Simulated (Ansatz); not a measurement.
Consider the following.

End structure of a constructed model of the (111)B surface of zinc-blende ZnSe, Se-terminated, 2x2 Zn adatom at T4 (bottom of the slab: 2 H on 4 bottom sites):

```
CELL_PARAMETERS angstrom
      8.10981     0.00000     0.00000
     -4.05491     7.02331     0.00000
      0.00000     0.00000    30.50000
ATOMIC_POSITIONS crystal
  Zn 0.34649 0.15351 0.30975
  Zn 0.83029 0.16869 0.34121
  Zn 0.33131 0.66971 0.34121
  Zn 0.84639 0.65361 0.30952
  Se 0.17353 0.32647 0.34809
  Se 0.66230 0.33764 0.34902
  Se 0.16236 0.83770 0.34902
  Se 0.67399 0.82601 0.34759
  Zn 0.16667 0.33333 0.43015
  Zn 0.66667 0.33333 0.43015
  Zn 0.16667 0.83333 0.43015
  Zn 0.66667 0.83333 0.43015
  Se 0.00000 0.00000 0.45729
  Se 0.50000 0.00000 0.45729
  Se 0.00000 0.50000 0.45729
  Se 0.50000 0.50000 0.45729
  Zn 0.98491 0.99262 0.53858
  Zn 0.50783 0.99217 0.53867
  Zn 0.00019 0.49981 0.53986
  Zn 0.50738 0.51509 0.53858
  Se 0.33351 0.16649 0.55370
  Se 0.83374 0.16720 0.56939
  Se 0.33280 0.66626 0.56939
  Se 0.83365 0.66635 0.56924
  Zn 0.33350 0.16650 0.62980
  Zn 0.82181 0.14346 0.65310
  Zn 0.35654 0.67819 0.65310
  Zn 0.82185 0.67815 0.65295
  Se 0.17474 0.32526 0.67483
  Se 0.65077 0.32530 0.67485
  Se 0.17470 0.84923 0.67485
  Se 0.66683 0.83317 0.68729
  H  0.33535 0.16465 0.25945
  H  0.83757 0.66243 0.25912
  Zn 0.33336 0.16664 0.71090
```

Set-up: 35 atoms, 14.1 Å thick at the start with caps and adatoms; mesh 3x3x1; 0.025 eV smearing; dipole correction on; 8 atoms held, the rest relaxed; held to the start's symmetry, so lower structures may exist; no spin, no spin-orbit, no U. In PBE it lies 0.02 eV a 1x1 cell over the lowest computed structure of the same composition (2x2 Zn adatom at H3).

**Question.** What is the computed gap of the slab on its k-mesh (PBE run with Ansatz, a program for electronic structure)?

**Answer.** 1.07 eV

**Question.** Estimate the highest filled level below the top vacuum level that PBE returns for this input.

**Answer.** 5.27 eV
